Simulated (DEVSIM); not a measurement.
abrupt Si p-n junction

Device: abrupt Si p-n junction, at 300 K.

```tsv
layer (left to right)	material	thickness (μm)	Nd (cm⁻³)	Na (cm⁻³)	τn (s)	τp (s)
1	Si	7.30	-	1.6e16	2.4e-7	2.4e-7
2	Si	250	3.6e15	-	2.4e-7	7.2e-8
```

Left contact: ohmic. Right contact: ohmic. Voltage is applied to the left contact. Recombination: SRH at mid-gap, Auger. Mobility is constant in doping.

Constants are typed, rounded textbook-type inputs, not results; the design itself was drawn at random and stands for no fabricated device. Values at 300 K.

| parameter | Si |
|---|---|
| gap (eV) | 1.124 |
| affinity (eV) | 4.05 |
| permittivity | 11.7 |
| Nc (cm⁻³) | 2.86e19 |
| Nv (cm⁻³) | 3.1e19 |
| μn (cm²/Vs) | 1417 |
| μp (cm²/Vs) | 470 |
| Cn (cm⁶/s) | 2.8e-31 |
| Cp (cm⁶/s) | 9.9e-32 |

DEVSIM, 1D drift-diffusion, Boltzmann statistics, complete ionisation; no tunnelling, impact ionisation, image-force lowering or self-heating.

```
Property                                           Result
---------------------------------------------  ----------
Potential step across the device at zero bias     0.696 V
Largest field in the device at zero bias       24000 V/cm
Dark forward voltage at 1 A/cm²                   0.623 V
```

Dark forward current:

(V (V), J (A/cm²)): (0.05, 5.7e-8); (0.15, 6.6e-7); (0.20, 2.1e-6); (0.30, 2.9e-5); (0.40, 0.00080); (0.45, 0.0050); (0.55, 0.18); (0.60, 0.68); (0.70, 2.7); (0.80, 5.5); (0.85, 6.9); (0.95, 10); (1.05, 13); (1.10, 15); (1.20, 18); (1.25, 20); (1.35, 24); (1.45, 27); (1.50, 29); (1.60, 33)

Small-signal capacitance in reverse bias (quasi-static):

```csv
V (V),C (nF/cm²)
-0.1,18.1
-0.25,16.5
-0.5,14.6
-0.75,13.2
-1,12.2
-1.5,10.7
-2,9.60
-2.5,8.81
-3.25,7.91
-4,7.25
-5,6.57
```
